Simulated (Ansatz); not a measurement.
Take ZnRh in the CsCl type structure (space group Pm-3m, No. 221; a cell from a computed database, its experimental status unchecked; relaxed with 0.1 eV smearing) as the base.

```yaml
crystal:
  lattice:
    - [2.97388, 0.00000, 0.00000]
    - [0.00000, 2.97388, 0.00000]
    - [0.00000, 0.00000, 2.97388]
  atoms:
    - { symbol: Zn, position: [0.50000, 0.50000, 0.50000] }
    - { symbol: Rh, position: [0.00000, 0.00000, 0.00000] }
```

Cartesian axes are those of the cell as printed.

The values are results of DFT with PBEsol, PAW potentials and a 420 eV plane-wave cutoff in Ansatz (an electronic-structure program), scalar-relativistic without spin-orbit coupling, not measurements.

One thing is altered: uniaxial strain ε_yy = −1.94 %, all other strain components held at zero; the atoms relax in the strained cell.

Question: Predict the stress tensor and what it implies for the stiffness.

Answer: Stress of the strained cell less that of the base (GPa, compression positive):
```
    3.5     0.0     0.0
    0.0     5.5     0.0
    0.0     0.0     3.5
```

Then −Δσ_ii/ε with ε = -0.0194 gives secant stiffness values (nonlinear terms included at this strain): C22 ≈ 283 GPa, C12 ≈ 178 GPa and C23 ≈ 178 GPa.

As a check, the harmonic strain energy −½ V₀ Δσ:ε is 4.4 meV/atom; the computed energy rise is 4.3 meV/atom.

Stability against distortions was not tested. All final runs are without spin polarisation.
